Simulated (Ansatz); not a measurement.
# A computed series for WC: response to strain

Consider WC (space group P-6m2, No. 187; a = 2.8991 Å, c = 2.8268 Å; relaxed with 0.1 eV smearing). Axes: x lies along a and z along c of the hexagonal cell.

Strains are applied to the cell and any free atomic positions relax.

All numbers come from PBEsol/PAW in Ansatz (an electronic-structure program), no spin-orbit coupling.

Notes on the quantities. energy relative to the base: free energy F.

| uniaxial strain ε_zz (%) | energy relative to the base (meV/atom) |
|---|---|
| 0 | 0.0 |
| 0.5 | 0.8 |
| 1 | ? |
| 1.5 | 6.9 |
| 2 | 12.2 |
| 2.5 | 18.8 |
| 3 | 26.8 |

Task: Fit ΔE = Aε² + Bε³ (ε in %) to the rows shown and predict the withheld row.

Result: Least squares on the printed values gives A = 3.17 and B = -0.066 meV/atom (largest residual 0.0 meV/atom); this predicts 3.1 meV/atom, and the run gives 3.1 meV/atom, in agreement.

Whether these cells are dynamically stable was not tested. The final runs are not spin-polarised.
